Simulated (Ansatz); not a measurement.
## HgTe under a change: Ni on a Te site, symmetric start

The reference is a 16-atom supercell of HgTe in the zinc blende structure (space group F-43m, No. 216; a = 6.651 Å) at its relaxed geometry.

Perturbation: a neutral Ni on a Te site, symmetric start, atoms relaxed at fixed cell.

Calculations: PBE in Ansatz (plane waves to 420 eV, PAW, without spin-orbit coupling), earlier PAW set. Settings: 5×5×5 k-points, 0.05 eV Fermi–Dirac smearing.

```tsv
quantity	base	changed	shift
energy gained by relaxation	–	0.36 eV	–
largest displacement of a host atom from its site in the perfect cell	–	0.25 Å	–
mean distance from the defect site to its nearest host atoms	2.88 Å	2.63 Å	-0.25 Å
```

Other magnetic orders, which the real material may have, were not ruled out. The cell is small, so the values are those of an ordered compound at a high defect concentration; dilute-limit values will differ. The defect started on the symmetric site and kept its symmetry, so it may sit on a saddle. Starting moments died away, wholly or in part, for Ni on a Te site; another magnetic solution may exist. Spin-polarised in the final run: Ni on a Te site; the other runs are not. The defect cell is spin-polarised and ends with 0.0 μB.

Ansatz is a program for electronic structure.
